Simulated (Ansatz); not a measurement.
V₂O₅ (within 0.1 Å of C2/m, No. 12, 14 atoms in the cell; start mp-729713) was calculated with r²SCAN+rVV10 (Ansatz, a first-principles code, plane waves, PAW).

Run with plane-wave cutoff 500 eV, 8×6×6 k mesh (along the axes of the cell as run), Fermi–Dirac smearing 0.05 eV, no spin polarisation, scalar-relativistic PAW data made under PBE.

Cell (relaxed at this level):

```
V2O5
1.0
    5.97332     0.20889    -0.70990
    1.73737     6.78450    -1.02246
    0.45247     0.51522     4.18892
V O
4 10
Direct
  0.29658   0.67585   0.60928
  0.70342   0.32415   0.39072
  0.70347   0.82414   0.39080
  0.29653   0.17586   0.60920
  0.00001   0.75002   0.50010
  0.99999   0.24998   0.49990
  0.36272   0.90932   0.50131
  0.63728   0.09068   0.49869
  0.29340   0.67662   0.98087
  0.70660   0.32338   0.01913
  0.70668   0.82333   0.01921
  0.29332   0.17667   0.98079
  0.36270   0.40932   0.50125
  0.63730   0.59068   0.49875
```

Q: What does this level give for the band gap?

A: 
band gap: 1.91 eV (on the SCF k mesh)

Static lattice: no zero-point or thermal effects.

It cost roughly 80 core-minutes of CPU time.

A start named mp-… is a Materials Project structure, which need not be a measured phase.
